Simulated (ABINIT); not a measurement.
ABINIT run on Ca3Tl (Fm-3m, 4 atoms in the cell): self-consistent single point.

Method of the run: LDA (PW92), norm-conserving pseudopotentials (PseudoDojo nc-sr-04 LDA standard) (plane waves; ABINIT 10.0.3).

```
CELL_PARAMETERS angstrom
      0.00000     4.02583     4.02583
      4.02583     0.00000     4.02583
      4.02583     4.02583     0.00000
ATOMIC_POSITIONS crystal
  Ca 0.50000 0.50000 0.50000
  Ca 0.25000 0.25000 0.25000
  Ca 0.75000 0.75000 0.75000
  Tl 0.00000 0.00000 0.00000
```

Reference input (self-consistent single point, DFT, PBEsol, plane waves, norm-conserving pseudopotentials (PseudoDojo nc-sr-04 PBEsol standard)): pseudos = [Ca.upf, Tl.upf]; ecut = 34 Ha; ixc = -116133; occopt = 7; tsmear = 0.00499791 Ha; ngkpt = 7 7 7; nshiftk = 1; shiftk = 0 0 0; potentials = PseudoDojo nc-sr-04 PBEsol standard; nband = 29; kptopt = 1; nstep = 50. This run's input differs from it in these lines:

```diff
@@ -1,2 +1,2 @@
-# Ca3Tl, PseudoDojo nc-sr-04 PBEsol standard
+# Ca3Tl, PseudoDojo nc-sr-04 LDA standard
 pp_dirpath "./"
@@ -17,4 +17,4 @@
          0.0000000000    0.0000000000    0.0000000000
-ecut 34
-ixc -116133
+ecut 36
+ixc 7
 occopt 7
```

Its files differ too (potentials: PseudoDojo nc-sr-04 PBEsol standard → PseudoDojo nc-sr-04 LDA standard).

Output (repeated stretches shortened):

```
--- !BeginCycle
solver: {iscf: 7, nstep: 50, nline: 4, wfoptalg: 0, }
tolerances: {tolvrs: 1.00E-10, }
...

     iter   Etot(hartree)      deltaE(h)  residm     vres2
 ETOT  1  -176.11806405789    -1.761E+02 2.321E-01 4.950E+01
 ETOT  2  -176.72595718852    -6.079E-01 1.271E-02 7.526E+01
 ETOT  3  -176.73242025228    -6.463E-03 9.197E-03 1.008E+01
 ETOT  4  -176.73325934942    -8.391E-04 3.449E-03 1.837E+00
 ETOT  5  -176.73345936632    -2.000E-04 2.284E-03 6.042E-03
   [... 11 lines left out ...]
 ETOT 17  -176.73347866511    -1.904E-12 1.702E-04 2.155E-10
 ETOT 18  -176.73347866513    -2.132E-11 8.298E-05 1.860E-10
 ETOT 19  -176.73347866512     1.251E-11 1.087E-04 4.597E-10
 ETOT 20  -176.73347866512     3.411E-13 5.373E-05 3.616E-11
 At SCF step   20       vres2   =  3.62E-11 < tolvrs=  1.00E-10 =>converged.

 Cartesian components of stress tensor (hartree/bohr^3)
  sigma(1 1)=  8.39366410E-05  sigma(3 2)=  0.00000000E+00
  sigma(2 2)=  8.39366410E-05  sigma(3 1)=  0.00000000E+00
  sigma(3 3)=  8.39366410E-05  sigma(2 1)=  0.00000000E+00

 ----iterations are completed or convergence reached----

 reduced coordinates (array xred) for    4 atoms
       0.500000000000      0.500000000000      0.500000000000
       0.250000000000      0.250000000000      0.250000000000
       0.750000000000      0.750000000000      0.750000000000
       0.000000000000      0.000000000000      0.000000000000
 cartesian forces (eV/Angstrom) at end:
    1     -0.00000000000000     0.00000000000000    -0.00000000000000
   [... lines left out ...]
 Fermi (or HOMO) energy (hartree) =   0.18728   Average Vxc (hartree)=  -0.33856
 Fermi (or HOMO) energy (eV) =   5.09621   Average Vxc (eV)=  -9.21276
   [... lines left out ...]
total_energy        : -1.76733478665118E+02
total_energy_eV     : -4.80916252886966E+03
band_energy         : -2.10476242728525E+01
...

-Cartesian components of stress tensor (GPa)         [Pressure= -2.4695E+00 GPa]
- sigma(1 1)=  2.46950082E+00  sigma(3 2)=  0.00000000E+00
- sigma(2 2)=  2.46950082E+00  sigma(3 1)=  0.00000000E+00
- sigma(3 3)=  2.46950082E+00  sigma(2 1)=  0.00000000E+00

 Calculation completed.
```

The run converged in 20 iterations. Against the reference run the pressure goes from -0.94 to -2.47 GPa.

The starting cell comes from a database of computed structures (which also holds hypothetical and non-ambient phases and stackings), without a prior relaxation at this level.

Cost on one core of a shared machine: roughly 4 min.
